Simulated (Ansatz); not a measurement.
## Fermi-surface data of TiN (I4/mmm)

Data:

```
CELL_PARAMETERS angstrom
      0.00000     2.10144     2.10543
      2.10144     0.00000     2.10543
      2.10144     2.10144     0.00000
ATOMIC_POSITIONS crystal
  Ti 0.00000 0.00000 0.00000
  N  0.50000 0.50000 0.50000
```

Level of theory: PBEsol, rigid bands (plane waves, PAW, scalar-relativistic; Ansatz, a program for electronic structure). Condition of this run: uniaxial stress zz = -1 GPa (compression positive) (the target of the relaxation). Geometry: cell and atoms relaxed with PBEsol, then loaded as said.

density of states at the Fermi level: 0.804 states/(eV·cell), both spins
bare Sommerfeld coefficient: 0.95 mJ/(mol of atoms·K²)
Drude plasma energy: 7.9 eV
root-mean-square Fermi velocity: 7.4e5 m/s
resistivity times τ: 7.8 ×10⁻²² Ω·m·s

A metal at this level (no band gap); rigid bands, thermally averaged at 300 K, both spins. Spin-orbit coupling is left out. τ is one relaxation time for all states.
